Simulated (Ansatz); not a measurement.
The parent structure is WSe₂ (space group Fm-3m, No. 225; a = 6.168 Å; ferromagnetic; a hypothetical phase, not in the database extracts checked).

Calculations: PBEsol, PAW, 420 eV (Ansatz, a first-principles code; no spin-orbit coupling), earlier PAW set.

One change was made to it. Results:

| quantity | base | after |
|---|---|---|
| lattice parameter a | 6.168 Å | 5.940 Å |
| largest site moment | 1.10 μB | 0.00 μB |
| band gap | zero | zero |

Task: What was done to the base?
A. pressure 15 GPa
B. pressure 30 GPa
C. pressure 3 GPa
D. pressure 100 GPa
E. pressure −1 GPa

Result: A, pressure 15 GPa. For comparison, the lattice parameter a in the other runs: pressure −1 GPa gives 6.187 Å; pressure 30 GPa gives 5.814 Å; pressure 3 GPa gives 6.115 Å; pressure 100 GPa gives 5.464 Å.

Other magnetic orders, which the real material may have, were not ruled out. Load acts through the strain it causes; cell and atoms are relaxed under it. Whether these cells are dynamically stable was not tested. No other phases were tried under pressure. Seeded moments were not kept for pressure 15 GPa, pressure 30 GPa and pressure 100 GPa.
